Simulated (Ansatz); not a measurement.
The reference is Cu in the fcc (Cu type) structure (space group Fm-3m, No. 225; a = 3.5638 Å). Axes: x, y, z lie along the cube axes.

Method: PBEsol (Ansatz, a program for electronic structure), spin-orbit coupling left out.

Base values:

| Property | Value |
|---|---|
| Pressure | 0.0 GPa |
| Volume per atom | 11.32 Å³ |

One thing is altered: biaxial strain −3.51 %, plane normal [111], relaxed out of plane (Cartesian); in-plane vectors clamped, the third vector and the atoms free.

Problem. How does this affect the pressure?

Solution. The pressure (mean of the normal stresses, compression positive) goes from zero to 9.7 GPa.

Problem. What happens to the energy relative to the base?

Solution. The energy goes up by 34 meV/atom.

Problem. What does the calculation give for the volume per atom after the change?

Solution. The volume per atom drops by 0.53 Å³ to 10.79 Å³.

Without a gap, meshes like the base's 22×22×22 leave anisotropic stresses uncertain by several tenths of a GPa, and small strain energies with them. Whether these cells are dynamically stable was not tested. All final runs are without spin polarisation.
